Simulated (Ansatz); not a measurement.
Consider C-vacancy pair (C on one host N site, one N site vacant) in rock-salt TiN, neutral cell. The step: one N atom jumps into the vacancy from a nearby N site (C-vacancy distance between ideal sites 3.00 → 5.20 Å); the atom moves 2.98 Å along (0.50, -0.50, 0.00) of the unit cell; the moving atom starts with neighbours 2 Ti at 2.09, 2 Ti at 2.12, 2 Ti at 2.13 Å and ends with Ti at 2.09, Ti at 2.09, Ti at 2.11, Ti at 2.12, 2 Ti at 2.14 Å. A PBE band in Ansatz (plane-wave PAW, a 2×2×2 k-point mesh shifted by half a step, 64 host sites, 33 SCF runs with any check of the saddle's order, static, no finite-size correction) gives a forward barrier of 3.51 eV. The saddle point's order was not checked. Forms of the defect that were not tried may lie lower. The order of the sites in energy changes with the mesh.

Single points at the band's start and saddle point can refine it. Rough cost of one point, in units of the band's mean SCF on the same machine:

```csv
Level,Cost of one point
"PBE, a 4×4×4 k-point mesh shifted by half a step",about 7
"r2SCAN at 500 eV, a 2×2×2 k-point mesh shifted by half a step",about 3
```

Problem. Which of these move the barrier by more than 0.1 eV, and how far does each move it?

Solution. PBE, a 4×4×4 k-point mesh shifted by half a step: +0.07 eV; r2SCAN at 500 eV, a 2×2×2 k-point mesh shifted by half a step: +0.26 eV. Each functional is compared with PBE at the same k-points.

Ansatz is an electronic-structure program.
